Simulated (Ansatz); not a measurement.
**PBE against r2SCAN: InP**

The reference is InP in the zinc blende structure (space group F-43m, No. 216; a = 5.9595 Å).

(Cell as relaxed with PBE.)

Levels (all Ansatz, a quantum-chemistry and plane-wave program, PAW): PBE (420 eV, no SOC); r2SCAN (500 eV, spin-orbit coupling left out).

Each level relaxes its own structure.

| quantity | PBE | r2SCAN |
|---|---|---|
| volume per atom | 26.46 Å³ | … |
| lattice parameter a | 5.960 Å | … |
| band gap | 0.44 eV | … |
| gap character | direct at Γ | … |
| electron mass | 0.037 mₑ | … |
| hole mass (degenerate bands, along [100]) | 0.037, 0.46, 0.46 mₑ | … |

**Question.** Predict the r2SCAN column.

**Answer.** 
- volume per atom, r2SCAN: 25.76 Å³
- lattice parameter a, r2SCAN: 5.907 Å
- band gap, r2SCAN: 1.03 eV
- gap character, r2SCAN: direct at Γ
- electron mass, r2SCAN: 0.074 mₑ
- hole mass (degenerate bands, along [100]), r2SCAN: 0.073, 0.44, 0.44 mₑ

PBE's volume per atom lies 0.693 Å³ above r2SCAN's (2.7 %); PBE's lattice parameter a lies 0.053 Å above r2SCAN's (0.9 %); PBE's band gap lies 0.59 eV below r2SCAN's; the two agree on the gap character. Neither level is exact; r2SCAN is the comparison here, not a measurement.

Masses are band curvatures over ±0.01 Å⁻¹ around the edge. No phonon test of stability was made.
